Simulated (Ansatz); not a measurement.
Reference: LiCl (Fm-3m), PBEsol, rigid bands (plane waves, PAW, scalar-relativistic; Ansatz, a first-principles code); geometry: cell and atoms relaxed with PBEsol.

```xyz
2
Lattice="0.0000 2.5321 2.5321 2.5321 0.0000 2.5321 2.5321 2.5321 0.0000" Properties=species:S:1:pos:R:3 pbc="T T T"
Li     0.0000     0.0000     0.0000
Cl     2.5321     2.5321     2.5321
```

* **band gap**: 6.35 eV
* **electron conductivity mass**: 0.48 mₑ
* **Seebeck coefficient, n-type 1e19 cm⁻³**: -206 μV/K

Task: Replace Cl by Br on the same sites and relax. What happens?

Result: LiBr (Fm-3m): volume per atom 16.2 to 19.8 Å³; band gap falls (6.35 eV to 4.98 eV); electron conductivity mass falls (0.48 mₑ to 0.35 mₑ); Seebeck coefficient, n-type 1e19 cm⁻³ falls in size (-206 μV/K to -171 μV/K).

Task: Replace Li by Na on the same sites and relax. What happens?

Result: NaCl (Fm-3m): volume per atom 16.2 to 22.0 Å³; band gap falls (6.35 eV to 5.01 eV); electron conductivity mass falls (0.48 mₑ to 0.40 mₑ); Seebeck coefficient, n-type 1e19 cm⁻³ falls in size (-206 μV/K to -186 μV/K).

Task: Replace Cl by F on the same sites and relax. What happens?

Result: LiF (Fm-3m): volume per atom 16.2 to 8.0 Å³; band gap rises (6.35 eV to 9.05 eV); electron conductivity mass rises (0.48 mₑ to 0.90 mₑ); Seebeck coefficient, n-type 1e19 cm⁻³ rises in size (-206 μV/K to -283 μV/K).

Moves up to 5 % count as about the same. Masses are for dilute carriers at 300 K, harmonic means over directions unless an axis is named. Seebeck coefficients are for the stated density at 300 K, with one relaxation time for all states and whether or not that doping can be reached. Spin-orbit coupling is left out.
